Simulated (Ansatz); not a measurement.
We consider ScIr₃ (model structure, started from the D019 type, P6₃/mmc, No. 194, 8 atoms in the cell), described by LDA (Ansatz, a first-principles code, PAW).

Numerical settings: plane-wave cutoff 520 eV, 12×12×12 k mesh, Fermi–Dirac smearing 0.05 eV, no spin polarisation, scalar-relativistic PAW data made under PBE.

Cell (relaxed at this level):

```
Ir3Sc
1.0
    5.51095     0.00000     0.00000
   -2.75547     4.77262     0.00000
    0.00000     0.00000     4.43187
Ir Sc
6 2
Cartesian
  2.75547   3.19888   1.10797
 -1.39258   3.98575   3.32390
  1.36290   0.78687   1.10797
  0.00000   1.57374   3.32390
  4.14805   0.78687   1.10797
  1.39258   3.98575   3.32390
  0.00000   3.18175   1.10797
  2.75547   1.59087   3.32390
```

What does this level give for the bulk modulus?


- bulk modulus = 281 GPa

Note: the run has no spin polarisation, so it can have missed a magnetic state; the bulk modulus is −V dP/dV from two relaxed cells at ±2 % in volume; the relaxation could raise the start's symmetry but not lower it, so the cell can be a saddle point.

Spin–orbit coupling is not included.

Static lattice: no zero-point or thermal effects.

Cost on a shared machine: around 12 core-minutes (rough).

A model structure was made by putting elements into a prototype or built by hand; it is no filed structure, need not be a known phase, and can be a saddle point held by its symmetry.
